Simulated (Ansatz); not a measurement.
**Hf: alloy series**

The parent structure is Hf in the hcp (Mg type) structure (space group P6_3/mmc, No. 194; a = 3.198 Å, c = 5.047 Å).

The other end (x = 1) is W in the hcp (Mg type) structure (space group P6_3/mmc, No. 194; a model cell, its experimental status unchecked): 16.30 Å³/atom, gap zero; this end may not be an ambient phase.

W replaces a fraction x of Hf; each row is one arrangement (x, atoms in the cell, starting space group or random), fully relaxed.

Method: r2SCAN, PAW, 500 eV (Ansatz, an electronic-structure program; without spin-orbit coupling).

```json
[
 {"W fraction x": "0", "volume per atom (Å³/atom)": "22.351"},
 {"W fraction x": "0.25 (Pmmn, 8 atoms)", "volume per atom (Å³/atom)": "20.181"},
 {"W fraction x": "0.333 (P-62m, 6 atoms)", "volume per atom (Å³/atom)": "19.747"},
 {"W fraction x": "0.375 (Pmm2, 8 atoms)", "volume per atom (Å³/atom)": "?"},
 {"W fraction x": "0.875 (P-6m2, 8 atoms)", "volume per atom (Å³/atom)": "16.820"},
 {"W fraction x": "1", "volume per atom (Å³/atom)": "16.305"}
]
```

Question: Fit V(x) = (1 − x) V(0) + x V(1) − b x(1 − x) with the ends held (b = 0 is Vegard's rule) to the rows shown and predict the withheld row.

Answer: Least squares on the printed values gives b = 2.91 Å³/atom, against 20.084 Å³/atom from the straight line alone (largest residual 0.112 Å³/atom); this predicts 19.401 Å³/atom, and the run gives 19.225 Å³/atom, 0.176 lower.

These are small ordered cells, not random alloys; other orderings at the same x differ. Whether these cells are dynamically stable was not tested. All final runs are without spin polarisation. Under x(W) = 0.25, 8 atoms, Pmmn and x(W) = 0.375, 8 atoms, Pmm2 the cell changed shape so far that it is another structure. This is not the structure that W has at room temperature and ambient pressure.
